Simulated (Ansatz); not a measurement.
We consider Bi₂Te₂Se (R-3m, No. 166, 5 atoms in the cell; start mp-29666), described by PBEsol (PAW; Ansatz, a first-principles code).

Settings: plane-wave cutoff 500 eV, 10×10×10 k mesh, Fermi–Dirac smearing 0.05 eV, scalar-relativistic PAW data made under PBE.

Cell (relaxed at this level):

```
CELL_PARAMETERS angstrom
      2.14435     1.23804     9.95250
     -2.14435     1.23804     9.95250
      0.00000    -2.47609     9.95250
ATOMIC_POSITIONS crystal
  Bi 0.60560 0.60560 0.60560
  Bi 0.39440 0.39440 0.39440
  Te 0.21312 0.21312 0.21312
  Te 0.78688 0.78688 0.78688
  Se 0.00000 0.00000 0.00000
```

Q: What does this level give for the band gap?

A: 
band gap: 0.03 eV (under three smearing widths, so not firm)

Note: the relaxation could not lower the start's symmetry, so the cell can be a saddle point above a distorted one.

Spin–orbit coupling is not included; with these elements it can move the gap by several tenths of an eV or more.

Static lattice: no zero-point or thermal effects.

Computing time: around 8 core-minutes (rough).

A start named mp-… is a Materials Project structure, which need not be a measured phase.
